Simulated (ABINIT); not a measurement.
**Several settings converged on SnTe (F-43m, 2 atoms in the cell)**

```
CELL_PARAMETERS angstrom
      0.00000     3.59309     3.59309
      3.59309     0.00000     3.59309
      3.59309     3.59309     0.00000
ATOMIC_POSITIONS crystal
  Sn 0.00000 0.00000 0.00000
  Te 0.75000 0.75000 0.75000
```

Base method: PBEsol, norm-conserving pseudopotentials (PseudoDojo nc-sr-04 PBEsol standard) (plane waves; ABINIT).

Base settings: pseudos = [Sn.upf, Te.upf]; ecut = 41 Ha; ixc = -116133; occopt = 7; tsmear = 0.1 eV; ngkpt = 2 2 2; nshiftk = 1; shiftk = 0 0 0; potentials = PseudoDojo nc-sr-04 PBEsol standard; nband = 21.

The count of work is k-points × plane waves × bands × iterations; it is no time. 

**The cutoff for other potential files**

Level: DFT, PBEsol, plane waves, norm-conserving pseudopotentials (PseudoDojo nc-fr-04 PBEsol standard).

In this ladder: potentials = PseudoDojo nc-fr-04 PBEsol standard.

The second cell is the first with its lattice scaled by 0.98.

The mesh stays at the base's, so the ladder's end is converged at best in this setting alone.

Only quantities that move along the ladder and can be compared are tabulated; the gap is left out on so coarse a mesh.

| ecut | free energy less the last step's (meV/atom) | energy of the compressed cell less the first (meV/atom) | pressure (GPa) | count of work / last |
|---|---|---|---|---|
| 18 Ha | 27516.76 | -218.41 | -365.64 | 0.098 |
| 22 Ha | 6430.01 | -134.18 | -133.18 | 0.13 |
| 28 Ha | 342.38 | -26.75 | -15.13 | 0.21 |
| 34 Ha | 5.08 | -26.21 | -2.51 | 0.28 |
| 40 Ha | 1.79 | -26.03 | -2.24 | 0.33 |
| 48 Ha | 1.27 | -26.05 | -2.24 | 0.46 |
| 60 Ha | 0.44 | -26.05 | -2.23 | 0.64 |
| 80 Ha | 0.00 | -26.06 | -2.23 | 1.0 |

Coarsest ecut that holds the free energy within 1 meV/atom of the last step, with all finer ones: 60 Ha; the step before is off by 1.3 meV/atom.

Coarsest ecut that holds the pressure within 0.5 GPa of the last step, with all finer ones: 34 Ha, at 0.28 of the last step's count of work; the step before is off by 13 GPa.

Coarsest ecut that holds the energy of the compressed cell less the first within 0.5 meV/atom of the last step, with all finer ones: 34 Ha, at 0.28 of the last step's count of work; the step before is off by 0.69 meV/atom.

The energy difference between the two cells stays within 1 meV/atom of the last step's from 28 Ha on, the total only from 60 Ha on: much of the error is common to both cells and cancels.

At the lowest cutoff the pressure lies 363 GPa under the last step's, the usual sign of Pulay stress in an incomplete plane-wave basis.

**The cutoff for other potential files**

Level: DFT, PBEsol, plane waves, PAW (JTH v2.0 PBE PAW, files made for PBE).

In this ladder: pseudos = [Sn.GGA_PBE-JTH.xml, Te.GGA_PBE-JTH.xml]; nband = 15; potentials = JTH v2.0 PBE PAW; pawxcdev = 0. Moved along: pawecutdg.

The second cell is the first with its lattice scaled by 0.98.

The mesh stays at the base's, so the ladder's end is converged at best in this setting alone.

Only quantities that move along the ladder and can be compared are tabulated; the gap is left out on so coarse a mesh.

| ecut | free energy less the last step's (meV/atom) | energy of the compressed cell less the first (meV/atom) | pressure (GPa) | count of work / last |
|---|---|---|---|---|
| 9 Ha | 2284.72 | -99.50 | -46.40 | 0.11 |
| 11 Ha | 273.37 | 26.09 | -9.85 | 0.12 |
| 14 Ha | 42.40 | -25.89 | -2.22 | 0.18 |
| 17 Ha | 31.21 | -25.58 | -2.48 | 0.26 |
| 20 Ha | 19.70 | -25.89 | -2.26 | 0.33 |
| 24 Ha | 17.45 | -26.18 | -2.30 | 0.43 |
| 30 Ha | 4.34 | -26.25 | -2.31 | 0.60 |
| 40 Ha | 0.00 | -25.89 | -2.29 | 1.0 |

Coarsest ecut that holds the free energy within 5 meV/atom: not settled: the last two steps still differ by 4.3 meV/atom, over half the tolerance, so the ladder does not show it.

Coarsest ecut that holds the pressure within 0.5 GPa of the last step, with all finer ones: 14 Ha, at 0.18 of the last step's count of work; the step before is off by 7.6 GPa.

Coarsest ecut that holds the energy of the compressed cell less the first within 1 meV/atom of the last step, with all finer ones: 14 Ha, at 0.18 of the last step's count of work; the step before is off by 52 meV/atom.

At the lowest cutoff the pressure lies 44.1 GPa under the last step's, the usual sign of Pulay stress in an incomplete plane-wave basis.

**The setting fft**

The mesh stays at the base's, so the ladder's end is converged at best in this setting alone.

Only quantities that move along the ladder and can be compared are tabulated; the gap is left out on so coarse a mesh.

| boxcutmin | free energy less the last step's (meV/atom) | pressure (GPa) |
|---|---|---|
| 1.2 | -8.43 | -1.88 |
| 1.5 | 0.01 | -2.26 |
| 1.8 | 0.03 | -2.26 |
| 2.5 | 0.00 | -2.26 |

Coarsest boxcutmin that holds the free energy within 0.5 meV/atom of the last step, with all finer ones: 1.5; the step before is off by 8.4 meV/atom.

Coarsest boxcutmin that holds the pressure within 0.05 GPa of the last step, with all finer ones: 1.5; the step before is off by 0.38 GPa.

On the base run: the starting cell comes from a database of computed structures (which also holds hypothetical and non-ambient phases and stackings), without a prior relaxation at this level. Its lattice was rescaled by up to half a per cent.
